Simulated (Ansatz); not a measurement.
A. WC (P-6m2, relaxed from the WC type)
B. Cu in the fcc (Cu type) structure
C. MgO (rock salt, Fm-3m)
D. zinc blende CuCl

Rank these crystals by volume expansion coefficient at 300 K, lowest first, as quasi-harmonic lattice dynamics on PBEsol in Ansatz (a quantum-chemistry and plane-wave program) gives it.

A (10.5 × 10⁻⁶ K⁻¹), C (35.8 × 10⁻⁶ K⁻¹), D (42.0 × 10⁻⁶ K⁻¹), B (45.5 × 10⁻⁶ K⁻¹)

 Spin-orbit coupling is not included. The runs of WC (PBEsol) noted for some cells that some bands missed the eigensolver's tolerance; how far this moves their values was not measured.

Whether this phase is the stable one at each condition was not tested.
